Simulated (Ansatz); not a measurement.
Consider Ni2Si (space group Pnma, No. 62; a = 5.020 Å, b = 3.731 Å, c = 7.077 Å; non-magnetic). Axes: x, y, z lie along a, b, c of the conventional cell.

Calculations: PBE in Ansatz (plane waves to 420 eV, PAW, no spin-orbit coupling).

Base values:

```
Property            Value
---------------  --------
Pressure          0.0 GPa
Volume per atom  11.05 Å³
Band gap             zero
```

The change: biaxial strain −1.88 %, plane normal [001], relaxed out of plane (Cartesian); in-plane vectors clamped, the third vector and the atoms free.

What happens to the pressure?

The pressure (mean of the normal stresses, compression positive) goes from zero to 3.7 GPa.

Predict the new volume per atom.

The volume per atom decreases by 0.211 Å³ (11.05 Å³ → 10.83 Å³).

What happens to the band gap?

The band gap remains zero.

Whether these cells are dynamically stable was not tested. Seeded moments were not kept for the base. All final runs are without spin polarisation.

Ansatz is an electronic-structure program.
